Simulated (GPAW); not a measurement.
Input and output of a self-consistent single point for Tl (P6_3/mmc, 4 atoms in the cell) (GPAW).

Method: LDA (Perdew-Wang 92), GPAW PAW datasets LDA (gpaw-data 1.0.1) (plane waves; GPAW).

```yaml
crystal:
  lattice:
    - [3.47706, 0.00000, 0.00000]
    - [-1.73853, 3.01122, 0.00000]
    - [0.00000, 0.00000, 11.16421]
  atoms:
    - { symbol: Tl, position: [0.00000, 0.00000, 0.00000] }
    - { symbol: Tl, position: [0.00000, 0.00000, 0.50000] }
    - { symbol: Tl, position: [0.33333, 0.66667, 0.25000] }
    - { symbol: Tl, position: [0.66667, 0.33333, 0.75000] }
```

Reference input (self-consistent single point, DFT PBE, plane waves, GPAW PAW datasets PBE (gpaw-data 1.0.1)): mode = pw; ecut = 600 eV; xc = PBE; kpts = 11 11 3; mesh shift (steps) = 0 0 0; occupations.name = fermi-dirac; occupations.width = 0.1 eV; nbands = -12; convergence.density = 1e-05 e/electron; symmetry.symmorphic = false; symmetry.tolerance = 0.0005; maxiter = 100. This run's input differs from it in these lines:

```diff
@@ -15,3 +15,3 @@
 calc = GPAW(mode=PW(600),
-            xc='PBE',
+            xc='LDA',
             kpts=(11, 11, 3),
```

Its files differ too (potentials: GPAW PAW datasets LDA (gpaw-data 1.0.1)).

Output (repeated stretches shortened):

```
     iter     time        total  log10-change:
                         energy   eigst   dens
iter:   1 --:--:--   -13.030407
iter:   2 --:--:--   -13.013440   -2.21  -1.65
iter:   3 --:--:--   -12.872935   -1.98  -1.69
iter:   4 --:--:--   -12.892584   -2.63  -2.13
iter:   5 --:--:--   -12.895947c  -2.44  -2.31
iter:   6 --:--:--   -12.869832   -3.08  -2.36
iter:   7 --:--:--   -12.870180   -5.40  -3.25
iter:   8 --:--:--   -12.869900c  -5.38  -3.16
iter:   9 --:--:--   -12.870104c  -5.96  -3.32
iter:  10 --:--:--   -12.869989c  -6.27  -3.21
iter:  11 --:--:--   -12.869739c  -4.48  -3.29
iter:  12 --:--:--   -12.869664c  -5.76  -3.61
iter:  13 --:--:--   -12.869664c  -7.09  -4.61
iter:  14 --:--:--   -12.869664c  -8.87c -4.88
iter:  15 --:--:--   -12.869663c  -8.87c -4.92
iter:  16 --:--:--   -12.869664c  -8.75c -5.15c
Converged after 16 iterations.

Dipole moment: (0.000000, -0.000000, 0.000008) |e|*Ang

Energy contributions relative to reference atoms: (reference = -2198991.350071)

Kinetic:         +4.749394
Potential:       -4.260349
External:        +0.000000
XC:             -13.641311
Entropy (-ST):   -0.067196
Local:           +0.316201
SIC:             +0.000000
--------------------------
Free energy:    -12.903262
Extrapolated:   -12.869664

Showing only first 2 kpts
 Kpt  Band  Eigenvalues  Occupancy
  0    24      3.83634    2.00000
  0    25      9.80753    0.00000
  0    26      9.82047    0.00000
  0    27     14.38850    0.00000

  1    24      5.06708    2.00000
  1    25      7.26776    0.00180
  1    26     12.57911    0.00000
  1    27     14.51058    0.00000

Fermi level: 6.56628

No gap
No difference between direct/indirect transitions
Energy (eV): -12.869664

Forces in eV/Ang:
  0 Tl   -0.00000    0.00000    0.00000
  1 Tl   -0.00000   -0.00000    0.00000
  2 Tl   -0.00000   -0.00000   -0.00000
  3 Tl    0.00000    0.00000    0.00000

Stress tensor:
     0.018660     0.000000     0.000000
     0.000000     0.018660    -0.000000
     0.000000    -0.000000     0.017414
Stress (GPa, Voigt): [ 2.9897  2.9897  2.7901 -0.      0.      0.    ]
```

The run converged in 16 iterations. GPAW prints stress with tension positive. Against the reference run the pressure goes from 1.81 to -2.92 GPa.

The starting cell comes from a database of computed structures (which also holds hypothetical and non-ambient phases and stackings), without a prior relaxation at this level. Its lattice was rescaled by a random factor within 2.5 % of one.

Cost on one core of a shared machine: roughly 60 s.
